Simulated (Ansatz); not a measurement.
The parent structure is Se (space group P3_121, No. 152; made of chains).

```yaml
crystal:
  lattice:
    - [4.52940, 0.00000, 0.00000]
    - [-2.26470, 3.92257, 0.00000]
    - [0.00000, 0.00000, 5.04244]
  atoms:
    - { symbol: Se, position: [0.21841, 0.00000, 0.83333] }
    - { symbol: Se, position: [0.00000, 0.21841, 0.16667] }
    - { symbol: Se, position: [0.78159, 0.78159, 0.50000] }
```

Cartesian axes are those of the cell as printed.

All numbers come from Ansatz (a first-principles code) PBE, spin-orbit coupling left out, earlier PAW set.

Modification: uniaxial strain ε_zz = +1.90 %, all other strain components held at zero, atoms relaxed at fixed cell.

Q: Predict the stress tensor and what it implies for the stiffness.

A: Stress of the strained cell less that of the base (GPa, compression positive):
```
  -0.17    0.00    0.00
   0.00   -0.17    0.00
   0.00    0.00   -1.32
```

Then −Δσ_ii/ε with ε = 0.0190 gives secant stiffness values (nonlinear terms included at this strain): C33 ≈ 69 GPa.

Stability against distortions was not tested. No dispersion term is included, though the crystal is made of layers, chains or molecules, so its spacings can come out too wide.
